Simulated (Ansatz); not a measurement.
Reference: SrTiO3 (Pm-3m), PBEsol, rigid bands (plane waves, PAW, scalar-relativistic; Ansatz, a program for electronic structure); axes and stresses refer to this cell.

```
CELL_PARAMETERS angstrom
      3.89113     0.00000     0.00000
      0.00000     3.89113     0.00000
      0.00000     0.00000     3.89113
ATOMIC_POSITIONS crystal
  Sr 0.00000 0.00000 0.00000
  Ti 0.50000 0.50000 0.50000
  O  0.50000 0.00000 0.50000
  O  0.00000 0.50000 0.50000
  O  0.50000 0.50000 0.00000
```

The hole conductivity mass comes out as 1.81 mₑ and the Seebeck coefficient, n-type 1e19 cm⁻³ comes out as -393 μV/K. The Seebeck coefficient, p-type 1e19 cm⁻³ comes out as 513 μV/K.

Task: Change: spin-orbit coupling switched on. What happens to hole conductivity mass, Seebeck coefficient, n-type 1e19 cm⁻³, Seebeck coefficient, p-type 1e19 cm⁻³?

Result: hole conductivity mass moves little, to 1.86 mₑ; Seebeck coefficient, n-type 1e19 cm⁻³ moves little, to -391 μV/K; Seebeck coefficient, p-type 1e19 cm⁻³ moves little, to 514 μV/K.

Masses are for dilute carriers at 300 K, harmonic means over directions unless an axis is named. Seebeck coefficients are for the stated density at 300 K, with one relaxation time for all states and whether or not that doping can be reached. Spin-orbit coupling is left out unless a row names it.
